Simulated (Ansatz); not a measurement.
**TlCl, pressure series**

Base system: TlCl in the rock salt structure (space group Fm-3m, No. 225; a = 6.334 Å; a cell from a computed database, its experimental status unchecked).

Cell and atoms are relaxed at each pressure.

The values are results of Kohn–Sham DFT with the PBEsol functional, run in Ansatz (a quantum-chemistry and plane-wave program) with PAW and 420 eV plane waves, no spin-orbit coupling, not measurements.

```
pressure (GPa)  volume per atom (Å³/atom)
--------------  -------------------------
-2                                 35.619
-1                                 33.336
0                                  31.766
3                                  28.730
7                                  26.312
15                                      ?
100                                14.976
```

### Question
Fit the third-order Birch–Murnaghan form P(V) = (3B₀/2)[(V₀/V)^(7/3) − (V₀/V)^(5/3)]·[1 + (3/4)(B₀′ − 4)((V₀/V)^(2/3) − 1)] (squares taken in P) to the rows shown and predict the withheld row.

### Answer
Least squares on the printed values gives V₀ = 31.839 Å³/atom, B₀ = 23.7 GPa, B₀′ = 4.5; this predicts 23.287 Å³/atom, and the run gives 23.419 Å³/atom, 0.132 higher.

A case with no gap was solved on a k-mesh chosen for an insulator, which is coarse for it. Load acts through the strain it causes; cell and atoms are relaxed under it. Whether these cells are dynamically stable was not tested. No other phases were tried under pressure. The final runs are not spin-polarised. This is not the structure that TlCl has at room temperature and ambient pressure.
